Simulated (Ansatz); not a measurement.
Base system: TiC in the rock salt structure (space group Fm-3m, No. 225).

```cif
data_CTi
_chemical_formula_sum 'C1 Ti1'
_space_group_name_H-M_alt 'P 1'
_space_group_IT_number 1
_cell_length_a 3.06022
_cell_length_b 3.06022
_cell_length_c 3.06022
_cell_angle_alpha 60.000
_cell_angle_beta 60.000
_cell_angle_gamma 60.000
loop_
_space_group_symop_operation_xyz
  'x, y, z'
loop_
_atom_site_label
_atom_site_type_symbol
_atom_site_fract_x
_atom_site_fract_y
_atom_site_fract_z
_atom_site_occupancy
C1 C 0.00000 0.00000 0.00000 1
Ti1 Ti 0.50000 0.50000 0.50000 1
```

Method: Ansatz (a first-principles code) r2SCAN, no SOC.

Before the change:

| Property | Result |
|---|---|
| Lattice parameter a | 4.328 Å |

Modification: a hydrostatic pressure of 0.7 GPa.

Task: How does this affect the lattice parameter a?

Result: The lattice parameter a falls by 0.004 Å (4.328 Å → 4.324 Å).

Load acts through the strain it causes; cell and atoms are relaxed under it. Stability against distortions was not tested. The final runs are not spin-polarised.
